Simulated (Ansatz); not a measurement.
By PBEsol, the system below comes out a metal.

Without scattering a metal conducts by its projected Fermi surface.

Data:

```
Au
1.0
    2.89056     0.00000     0.00000
    0.00000     2.89056     0.00000
    1.44528    -1.44528     2.04393
Au
1
Direct
  0.00000   0.00000   0.00000
```

Space group of this cell: Fm-3m, fcc (Cu type). The cell is strained (all lengths scaled by 0.98); by PBEsol its mean pressure is -0.6 GPa.

The current flows along the normal of the first two printed cell vectors, the (001) plane of the conventional cell. No spin-orbit coupling; the value is a mean over 0.1 eV about the Fermi level.

Task: Estimate the ballistic conductance per area that PBEsol (Ansatz, an electronic-structure program) returns for this system.

Result: 0.88 × 10¹⁵ S/m² for both spins.
